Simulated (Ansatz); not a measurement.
**What uniaxial strain ε_zz = +2.40 % does to PbO2**

The reference is PbO2 in the rutile structure (space group P4_2/mnm, No. 136; a = 4.9983 Å, c = 3.4115 Å). Axes: x, y, z lie along a, b, c of the conventional cell.

One thing is altered: the cell is stretched by 2.40 % along z with no lateral relaxation; the atoms relax in the strained cell.

Level of theory: plane-wave PAW DFT at the PBEsol level (Ansatz, a quantum-chemistry and plane-wave program, 420 eV), no spin-orbit coupling. k-mesh 7×7×10 (Γ-centred); smearing 0.05 eV (Fermi–Dirac).

The volume per atom goes up by 0.341 Å³ (14.20 Å³ → 14.55 Å³) and the space group stays P4_2/mnm (No. 136). The shortest interatomic distance goes up by 0.005 Å to 2.179 Å and the energy rises by 6.3 meV/atom. The pressure (mean of the normal stresses, compression positive) goes from zero to -3.7 GPa and the band gap is still zero. The stress (xx, yy, zz, yz, xz, xy; compression positive) amounts to (-2.6, -2.6, -5.8, 0.0, 0.0, 0.0) GPa (rough).

Without a gap, meshes like the base's 7×7×10 leave anisotropic stresses uncertain by several tenths of a GPa, and small strain energies with them. Spin-orbit coupling, missing from the scalar runs, can matter with Pb. Whether these cells are dynamically stable was not tested. The final runs are not spin-polarised. Gaps under 0.05 eV, about the width of the smearing, are given as zero. The zero or small gap of PbO2 can change with the level of theory.
